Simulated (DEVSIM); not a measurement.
## Schottky contact on n-type β-Ga2O3

System: Schottky contact on n-type β-Ga2O3, at 300 K.

```csv
layer (left to right),material,thickness (μm),Nd (cm⁻³),τn (s),τp (s)
1,β-Ga2O3,8.90,1.2e16,1.3e-9,1.3e-9
```

Left contact: Schottky, work function 5.18 eV, emission velocity 3.8e6 cm/s. Right contact: ohmic. Voltage is applied to the left contact. Recombination: SRH at mid-gap. Mobility is constant in doping.

Constants are typed, rounded textbook-type inputs, not results; the design itself was drawn at random and stands for no fabricated device. Values at 300 K.

| parameter | β-Ga2O3 |
|---|---|
| gap (eV) | 4.8 |
| affinity (eV) | 4 |
| permittivity | 10 |
| Nc (cm⁻³) | 3.7e18 |
| Nv (cm⁻³) | 5e20 |
| μn (cm²/Vs) | 160 |
| μp (cm²/Vs) | 1 |

DEVSIM, 1D drift-diffusion, Boltzmann statistics, complete ionisation; no tunnelling, impact ionisation, image-force lowering or self-heating. Metal contacts follow the ideal Schottky-Mott rule: no Fermi-level pinning, no interface dipoles.

| Quantity | Result |
|---|---|
| Potential step across the device at zero bias | 1.032 V |
| Largest field in the device at zero bias | 66000 V/cm |
| Dark forward voltage at 1 A/cm² | 0.823 V |
| Dark forward voltage at 100 A/cm² | 1.236 V |

Dark reverse current:

| V (V) | J (A/cm²) |
|---|---|
| -0.10 | -2.5e-14 |
| -0.25 | -2.6e-14 |
| -0.50 | -2.6e-14 |
| -0.75 | -2.7e-14 |
| -1.00 | -2.7e-14 |
| -1.50 | -2.8e-14 |
| -2.00 | -2.8e-14 |
| -2.50 | -2.8e-14 |
| -3.25 | -2.9e-14 |
| -4.00 | -2.9e-14 |
| -5.00 | -3.0e-14 |

Dark forward current:

```
V (V)  J (A/cm²)
-----  ---------
0.05     1.5e-13
0.15     8.0e-12
0.25     3.8e-10
0.35      1.8e-8
0.45      8.2e-7
0.55      3.8e-5
0.65      0.0017
0.75       0.076
0.85         2.5
0.95          18
1.10          58
1.20          89
1.30         120
1.40         150
1.50         190
1.60         220
1.70         250
1.80         280
1.90         320
2.00         350
```
